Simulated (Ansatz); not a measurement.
Take Au in the fcc (Cu type) structure (space group Fm-3m, No. 225; a = 4.124 Å) as the base.

Method: Ansatz (a program for electronic structure), r2SCAN, PAW, cutoff 500 eV, no spin-orbit coupling.

Before the change:

The lattice parameter a is 4.124 Å.

One thing is altered: full substitution Au → Ag, then cell and atoms are relaxed.

Q: How does this affect the lattice parameter a?

A: The lattice parameter a drops by 0.019 Å, from 4.124 Å to 4.105 Å.

Whether these cells are dynamically stable was not tested.
